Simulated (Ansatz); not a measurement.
Consider AlAs in the zinc blende structure (space group F-43m, No. 216; a = 5.674 Å). Axes: x, y, z lie along the cube axes.

The change: the cell is compressed by 2.15 % along x with no lateral relaxation, atoms relaxed at fixed cell.

Levels (all Ansatz, an electronic-structure program, PAW, earlier PAW set): PBEsol (420 eV, scalar-relativistic without spin-orbit coupling); HSE06+SOC (420 eV, noncollinear with spin-orbit coupling).

The geometry is relaxed with PBEsol.

* **PBEsol valence-band top at Γ**: 0.00, -0.10, -0.10 eV
* **PBEsol band gap**: 1.17 eV

With HSE06+SOC at the same geometry, the valence-band top at Γ (three highest Kramers pairs, from the VBM) becomes 0.00, -0.08, -0.37 eV (PBEsol: 0.00, -0.10, -0.10 eV); the band gap increases by 0.66 eV (1.17 eV → 1.83 eV).

Single points use the geometry relaxed with PBEsol. The hybrid gap comes from the SCF mesh plus the semilocal run's edge points and a few special points and is an upper bound. The spin-orbit shifts are approximate. The cells carry an imposed strain or load. Whether these cells are dynamically stable was not tested.
